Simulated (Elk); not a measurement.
Worked example: self-consistent single point of Cd3Pt (I4/mmm, 4 atoms in the cell) in Elk.

Computed with Elk 10.2.4 with PBEsol, all-electron FP-LAPW, Elk's shipped species files, default APW+lo basis.

```
Cd3Pt
1.0
   -2.07600     2.07600     4.31568
    2.07600    -2.07600     4.31568
    2.07600     2.07600    -4.31568
Cd Pt
3 1
Direct
  0.75000   0.25000   0.50000
  0.25000   0.75000   0.50000
  0.50000   0.50000   0.00000
  0.00000   0.00000   0.00000
```

Reference input (self-consistent single point, DFT, LDA (PW92), all-electron FP-LAPW, Elk's shipped species files, default APW+lo basis): xctype = 3; rgkmax = 7; stype = 3; swidth = 0.00367493 Ha; ngridk = 9 9 9; rmtscf = 0.97. This run's input differs from it in these lines:

```diff
@@ -4,3 +4,3 @@
 xctype
-  3
+  22
```

Output (repeated stretches shortened):

```
│ Self-consistent loop started │
│ Loop number : 1 │
 total energy                :     -35220.2074332
│ Loop number : 2 │
 total energy                :     -35220.7253748
RMS change in Kohn-Sham potential (target) :   0.1185207113     (  0.1000000000E-05)
Absolute change in total energy (target)   :   0.5179415770     (  0.1000000000E-03)
│ Loop number : 3 │
 total energy                :     -35221.2029566
RMS change in Kohn-Sham potential (target) :   0.1141032689     (  0.1000000000E-05)
Absolute change in total energy (target)   :   0.6070672449     (  0.1000000000E-03)
│ Loop number : 4 │
   [... lines left out ...]
Absolute change in total energy (target)   :   0.9742562834E-03 (  0.1000000000E-03)
│ Loop number : 14 │
 total energy                :     -35222.0689395
RMS change in Kohn-Sham potential (target) :   0.9636667591E-06 (  0.1000000000E-05)
Absolute change in total energy (target)   :   0.1856027011E-03 (  0.1000000000E-03)
│ Loop number : 15 │
 total energy                :     -35222.0689384
RMS change in Kohn-Sham potential (target) :   0.4372456992E-06 (  0.1000000000E-05)
Absolute change in total energy (target)   :   0.4743436875E-04 (  0.1000000000E-03)
Convergence targets achieved

│ Loop number : 16 │

Energies :
 Fermi                       :     0.268395773293
 total energy                :     -35222.0689561

Density of states at Fermi energy :    37.77273041
 (states/Hartree/unit cell)

Estimated indirect band gap :   0.9735877885E-03
 from k-point     28 to k-point     65
Estimated direct band gap   :   0.2766916630E-01
 at k-point     26

Charges :
 core                        :    138.0000000
 valence                     :    84.00000000
 interstitial                :    5.362602116
 muffin-tins (core leakage)
  species :    1 (Cd)
   atom    1                 :    46.52379048     (  0.3733804250E-03)
   atom    2                 :    46.52379048     (  0.3733804250E-03)
   atom    3                 :    46.52016635     (  0.3738055131E-03)
  species :    2 (Pt)
   atom    1                 :    77.06965057     (  0.2462519661E-03)
 total in muffin-tins        :    216.6373979
 total calculated charge     :    221.9933610
 total charge                :    222.0000000
 error                       :   0.6639021366E-02

│ Self-consistent loop stopped │
```

The run converged in 16 iterations. The count includes the last loop, which Elk runs after its targets are met. 

The starting cell comes from a database of computed structures (which also holds hypothetical and non-ambient phases and stackings), without a prior relaxation at this level. Spin-orbit coupling is off. Spin polarisation is off. Values depend on the basis (sphere radii, cutoffs, local orbitals), which need not be converged. The log's line on a gap gives a spacing of levels on this mesh, which the program prints for metals too.
